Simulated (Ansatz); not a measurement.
The starting structures come from a database of crystals and need not be the phases stable at ambient conditions.

Input:

```
CELL_PARAMETERS angstrom
      7.24571     0.00000     0.00000
      0.00000     8.68539     0.00000
      1.37608     4.34269     3.12412
ATOMIC_POSITIONS crystal
  Na 0.75000 0.66340 0.00000
  Na 0.25000 0.33660 0.00000
  Zn 0.00000 0.00000 0.00000
  Zn 0.50000 0.00000 0.00000
  S  0.75000 0.32036 0.00000
  S  0.25000 0.67964 0.00000
  O  0.85778 0.12113 0.20136
  O  0.14222 0.87887 0.79864
  O  0.64222 0.32249 0.79864
  O  0.35778 0.67751 0.20136
  O  0.89904 0.58676 0.67100
  O  0.10096 0.41324 0.32900
  O  0.60096 0.25776 0.32900
  O  0.39904 0.74224 0.67100
  F  0.75000 0.91426 0.00000
  F  0.25000 0.08574 0.00000
```

Space group of this cell: C2/c. The cell is taken as given; by r2SCAN its mean pressure is -5.1 GPa.

Transport runs along the normal of the first two printed cell vectors.

The gap is the functional's own. No spin-orbit coupling. Mid-gap values are interpolated on the energy grid.

Q: Give the band gap and the smallest decay constant κ at mid-gap that Ansatz (a quantum-chemistry and plane-wave program) with r2SCAN yields.

A: Gap 4.92 eV on a 6×10×10 mesh; κ = 0.478 1/Å, at the zone centre.
